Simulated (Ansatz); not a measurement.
HoIr2 (Fd-3m, No. 227), treated with r²SCAN+rVV10 (Ansatz, a first-principles code, PAW).

Settings: plane-wave cutoff 560 eV, 14×14×14 k mesh, Fermi–Dirac smearing 0.05 eV, spin-polarised with parallel moments, scalar-relativistic PAW data made under PBE.

Computed at the level's own relaxed cell.

Task: What does this level give for the lattice constant a?

Result: 
* **lattice constant a**: 7.492 Å

Note: the magnetic order was assumed, not searched for or taken from measurement; the 4f shell is treated without U or exact exchange, so its levels and filling can be wrong.

Spin–orbit coupling is not included.
